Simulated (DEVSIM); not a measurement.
Structure: Cr/SiON/p-Si capacitor, at 300 K.

Layer 1 from the left is SiON, thickness (nm) 4.00. Layer 2 from the left is Si, thickness (nm) 1400, Na (cm⁻³) 1.8e17.

Metal gate on the left, work function 4.5 eV. Fixed charge at the semiconductor interface 4.1e10 cm⁻² (in units of +e); no interface traps.

Constants are typed, rounded textbook-type inputs, not results; the design itself was drawn at random and stands for no fabricated device. Values at 300 K.

SiON: gap (eV) 7, affinity (eV) 1.4, permittivity 5.5. Si: gap (eV) 1.124, affinity (eV) 4.05, permittivity 11.7, Nc (cm⁻³) 2.86e19, Nv (cm⁻³) 3.1e19.

Question: Estimate by hand the flat-band voltage, the threshold voltage, and compare with a numerical solution.

Answer: 
- Flat-band voltage: C = 1.22 μF/cm², work-function difference -0.541 V; VFB = φms − qNf/C = -0.55 V; numerical -0.55 V.
- Threshold voltage: φF = 0.430 V, depletion charge √(4εqNφF) = 2.27e-7 C/cm²; VT = VFB + 2φF + Qd/C = 0.50 V; numerical 0.50 V.

DEVSIM, 1D Poisson equation in equilibrium, Boltzmann statistics, complete ionisation; no quantum confinement or tunnelling. Metal contacts follow the ideal Schottky-Mott rule: no Fermi-level pinning, no interface dipoles.
